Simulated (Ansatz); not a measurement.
Take TiO2 in the rutile structure (space group P4_2/mnm, No. 136) as the base.

```
CELL_PARAMETERS angstrom
      4.59120     0.00000     0.00000
      0.00000     4.59120     0.00000
      0.00000     0.00000     2.93905
ATOMIC_POSITIONS crystal
  Ti 0.00000 0.00000 0.00000
  Ti 0.50000 0.50000 0.50000
  O  0.30444 0.30444 0.00000
  O  0.80444 0.19556 0.50000
  O  0.19556 0.80444 0.50000
  O  0.69556 0.69556 0.00000
```

Cartesian axes are those of the cell as printed.

Computed with DFT with PBEsol, PAW potentials and a 420 eV plane-wave cutoff in Ansatz (a program for electronic structure), no spin-orbit coupling.

Before the change:

| Property | Value |
|---|---|
| Valence-band top at Γ | 0.00, -0.45, -0.45 eV |
| Electron mass | 0.54 mₑ along c, 1.1 mₑ across (at Γ) |
| Band gap | 1.87 eV |

Now apply this change: the cell is compressed by 1.20 % along z with no lateral relaxation; the atoms relax in the strained cell.

Estimate the effect on the energy relative to the base, valence-band top at Γ, electron mass and band gap.

The energy increases by 2.4 meV/atom; the valence-band top at Γ (three highest levels, from the VBM) remains 0.00, -0.45, -0.45 eV; the electron mass goes from 0.54 mₑ along c, 1.1 mₑ across (at Γ) to 0.52 mₑ along z, 1.1 mₑ across (at Γ); the band gap grows by 0.026 eV, from 1.87 eV to 1.89 eV.

Effective masses come from finite differences of ±0.01 Å⁻¹. Whether these cells are dynamically stable was not tested. All final runs are without spin polarisation.
